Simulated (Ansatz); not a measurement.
**The (010) surface of polar orthorhombic HfO2 (a metastable polymorph) in its 1x1 cell (cut with top plane 2 O, bottom plane 2 O), outermost plane spacing 1.01 Å in the ideal cut**

These are PBE (plane waves to 420 eV, PAW; Ansatz, a program for electronic structure) values and carry that method's errors.

Model: 36-atom slab, Hf12O24, 14.5 Å thick at the start, 5x5x1 mesh, Fermi-Dirac 0.025 eV, dipole correction, all atoms relaxed; symmetry of the start imposed; no spin, no spin-orbit, no U.

The surface energy (mean of both faces) is 1.76 J/m² and the surface energy before relaxation comes out as 2.57 J/m². The ionisation potential (bulk valence edge below the top vacuum level) is 7.52 eV, the electron affinity (the ionisation potential less the bulk band gap) comes out as 3.16 eV and the energy released by relaxation is 2.75 eV. The cost is roughly 15 core-minutes.
